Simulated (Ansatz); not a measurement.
Given:

```xyz
6
Lattice="6.1456 0.0000 0.0000 0.0000 6.1456 0.0000 0.0000 0.0000 3.3644" Properties=species:S:1:pos:R:3 pbc="T T T"
Ta     3.0728     3.0728     1.6822
Ta     0.0000     0.0000     0.0000
Se     4.8481     4.8481     1.6822
Se     1.7753     4.3703     0.0000
Se     4.3703     1.7753     0.0000
Se     1.2975     1.2975     1.6822
```

No spin polarisation.

Method: Kohn–Sham DFT with the PBE functional, run in Ansatz (a first-principles code) with PAW and 420 eV plane waves, scalar-relativistic without spin-orbit coupling. Γ-centred 8×8×13 mesh, Fermi–Dirac width 0.05 eV.

Question: Predict the pressure, band gap and space group.

Answer: 
* **Pressure (mean of the normal stresses, compression positive)**: 12.6 GPa
* **Band gap**: zero
* **Space group**: P4_2/mnm (No. 136)

The cells carry an imposed strain or load. Stability against distortions was not tested. The final runs are not spin-polarised. The cell was made from TaSe2 in the rutile structure (space group P4_2/mnm, No. 136; a hypothetical phase, not in the database extracts checked) by this change: isotropic strain −3.48 %.
